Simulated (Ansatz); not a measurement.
Consider C in the diamond structure (space group Fd-3m, No. 227; a = 3.5603 Å).

Method: r2SCAN (Ansatz, a first-principles code, PAW, spin-orbit coupling left out).

Before the change:

The band gap is 4.36 eV and the width of the top valence band is 8.75 eV. The hole mass is 0.28, 0.28, 0.47 mₑ (at Γ). The volume per atom comes out as 5.64 Å³.

Perturbation: cell and atoms relaxed at a pressure of 60 GPa.

### Question
How does this affect the band gap?

### Answer
The band gap grows by 0.263 eV to 4.63 eV.

### Question
What does the calculation give for the width of the top valence band after the change?

### Answer
The width of the top valence band rises by 1.019 eV, from 8.75 eV to 9.76 eV.

### Question
What happens to the hole mass?

### Answer
The hole mass (degenerate bands, along [100]) goes from 0.28, 0.28, 0.47 mₑ (at Γ) to 0.26, 0.26, 0.51 mₑ (at Γ).

### Question
What happens to the volume per atom?

### Answer
The volume per atom decreases by 0.58 Å³ (5.64 Å³ → 5.06 Å³).

Load acts through the strain it causes; cell and atoms are relaxed under it. Effective masses come from finite differences of ±0.01 Å⁻¹. No phonon test of stability was made. No other phases were tried under pressure.
